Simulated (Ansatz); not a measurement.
**Relaxation of cell and atoms of NaAu (P4/mmm, 2 atoms in the cell) at several settings**

```yaml
crystal:
  lattice:
    - [3.24663, 0.00000, 0.00000]
    - [0.00000, 3.24663, 0.00000]
    - [0.00000, 0.00000, 4.25540]
  atoms:
    - { symbol: Na, position: [0.50000, 0.50000, 0.50000] }
    - { symbol: Au, position: [0.00000, 0.00000, 0.00000] }
```

Base: PBE (Ansatz, an electronic-structure program). Its settings: basis.ecutwfc = 420 eV; kpoints.mp_grid.grid = 8 8 6; kpoints.mp_grid.shift = 0.5 0.5 0.5; hamiltonian.xc = pbe; hamiltonian.pseudopotentials = {kind: paw} (the program's default PAW files); scf.occupations.method = gaussian; scf.occupations.width = 0.136 eV. Starting volume 22.43 Å³ per atom.

Each line gives the change from the base single point and the result:

- hamiltonian.dispersion: default → d3bj; relax: default → cell and atoms [DFT, PBE-D3BJ, plane waves, default PAW files]: pressure 0.00 GPa; final cell a = b = 3.0184 Å, c = 4.1848 Å, α = β = γ = 90.00°; final volume per atom 19.06 Å³; relaxation steps 8.
- relax: default → cell and atoms: pressure 0.01 GPa; final cell a = b = 3.146 Å, c = 4.203 Å, α = β = γ = 90.00°; final volume per atom 20.80 Å³; relaxation steps 6; free energy against the base single point -11.0 meV/atom.
- relax: default → cell and atoms; relax.cell.p_target: default → 2 GPa: pressure 2.01 GPa; final cell a = 3.0697 Å, b = 3.0697 Å, c = 4.1886 Å, α = 90.00°, β = 90.00°, γ = 90.00°; final volume per atom 19.74 Å³; relaxation steps 8; free energy against the base single point -4.7 meV/atom.

The starting cell was generated: these elements placed on a structure prototype, without a prior relaxation; it need not be a known phase or ordering of this composition. Its lattice was rescaled by a random factor within 2.5 % of one. Ansatz's pressure includes its estimate of the finite-basis (Pulay) stress.

Keys are those of Ansatz 0.2.
